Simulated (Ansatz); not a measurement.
CdS: strain along the normal

CdS (zinc blende, F-43m, 25.382 Å³/atom at rest) under an equal strain ε in the (001) plane with the normal axis free, as in a coherent film. r2SCAN in Ansatz, a plane-wave DFT program (PAW, default set), 500 eV, 10×10×10 Γ-centred mesh, Fermi-Dirac smearing 0.05 eV; ions are relaxed within the symmetry of each cell.

Here s stands for strain and y for normal strain.

| strain (%) | normal strain (%) |
|---|---|
| -1.50 | 2.20 |
| -1.00 | 1.47 |
| -0.50 | 0.74 |
| 0.00 | 0.00 |
| 0.50 | -0.74 |
| 1.00 | -1.50 |
| 1.50 | -2.28 |
| 3.00 | ? |

Q: Using a straight line, estimate the missing y at s = 3.00 from the other rows, showing the fit.

A: Means: s 0, y -0.016. About the means, the sum of products is -10.430 and the sum of squares of s is 7.0000; the slope is their ratio. Least squares gives y = -0.016 - 1.4900·s. Residuals (row less fit): -0.019, -0.004, 0.011, 0.016, 0.021, 0.006, -0.029; standard error 0.020 (degrees of freedom: 5). The slope, -1.49 ± 0.01, is the elastic response of the normal axis, −2C12/C11 for this plane. At the withheld row, y = -0.016 - 1.4900 × 3.0 = -4.486%. The calculation gives -4.67%, 0.184% below the prediction (2.7 % of the range of y in the table). The row lies outside the fitted rows, so this is an extrapolation. From the scatter of the fitted rows alone, a prediction at this place has a standard error of 0.032%, so the miss is 5.8 times that.

One order more, fitted to all 13 runs of the series, follows each within 0.01, so the miss is the next term of a smooth law. CdS is here a metastable form; wurtzite is the usual one. Rows are the converged runs of the series near zero and its far end; series whose fitted rows scatter by over a few per cent of the range, as at a crossing or softening among them, aren't shown in this form. Most that stay on the fit to the last digits aren't either.
